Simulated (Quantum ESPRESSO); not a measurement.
Quantum ESPRESSO run on In2Pt (Fm-3m, 3 atoms in the cell): self-consistent single point.

Method: BLYP, PseudoDojo standard norm-conserving (PBE) pseudopotentials (plane waves; Quantum ESPRESSO).

```
In2Pt
1.0
    0.00000     3.18200     3.18200
    3.18200     0.00000     3.18200
    3.18200     3.18200     0.00000
Pt In
1 2
Cartesian
  0.00000   0.00000   0.00000
  1.59100   1.59100   1.59100
  4.77300   4.77300   4.77300
```

Reference input (self-consistent single point, DFT, PBEsol, plane waves, PseudoDojo standard norm-conserving (PBESOL) pseudopotentials): ecutwfc = 85 Ry; occupations = smearing; smearing = methfessel-paxton; degauss = 0.0073499 Ry; potentials = {Pt: Pt.upf, In: In.upf}; K_POINTS = automatic 7 7 7 0 0 0; conv_thr = 1e-10 Ry; mixing_beta = 0.3. This run's input differs from it in these lines:

```diff
@@ -16,2 +16,3 @@
  degauss = 0.0073499,
+ input_dft = 'blyp',
 /
```

Its files differ too (potentials: PseudoDojo standard norm-conserving (PBE)).

Output (repeated stretches shortened):

```
     Self-consistent Calculation

     iteration #  1     ecut=    85.00 Ry     beta= 0.30

     Threshold (ethr) on eigenvalues was too large:
     Diagonalizing with lowered threshold

     total energy              =    -525.97583484 Ry
     estimated scf accuracy    <       0.06811558 Ry

     iteration #  2     ecut=    85.00 Ry     beta= 0.30

     total energy              =    -525.97418109 Ry
     estimated scf accuracy    <       0.01910580 Ry

     iteration #  3     ecut=    85.00 Ry     beta= 0.30

     total energy              =    -525.97492104 Ry
     estimated scf accuracy    <       0.00390963 Ry

   [... 7 blocks of this kind left out ...]

     iteration # 11     ecut=    85.00 Ry     beta= 0.30

     total energy              =    -525.97521516 Ry
     estimated scf accuracy    <          8.0E-10 Ry

     iteration # 12     ecut=    85.00 Ry     beta= 0.30
     End of self-consistent calculation

     the Fermi energy is    14.4828 ev

!    total energy              =    -525.97521516 Ry
     estimated scf accuracy    <          6.2E-12 Ry
     smearing contrib. (-TS)   =      -0.00008061 Ry
     internal energy E=F+TS    =    -525.97513455 Ry

     convergence has been achieved in  12 iterations

     Forces acting on atoms (cartesian axes, Ry/au):

     atom    1 type  1   force =     0.00000000    0.00000000    0.00000000
   [... zero for the other atoms too ...]

     Total force =     0.000000     Total SCF correction =     0.000000

          total   stress  (Ry/bohr**3)                   (kbar)     P=      117.37
   0.00079786   0.00000000   0.00000000          117.37        0.00        0.00
   0.00000000   0.00079786   0.00000000            0.00      117.37        0.00
   0.00000000   0.00000000   0.00079786            0.00        0.00      117.37

   JOB DONE.
```

The run converged in 12 iterations. Against the reference run the pressure goes from 0.78 to 11.74 GPa.

The starting cell comes from a database of published, mostly measured structures (it also holds non-ambient and calculated ones), without a prior relaxation at this level. Spin polarisation is off. With a pressure of about 12 GPa the cell is away from its equilibrium volume at this level.

Cost on one core of a shared machine: roughly 70 s.
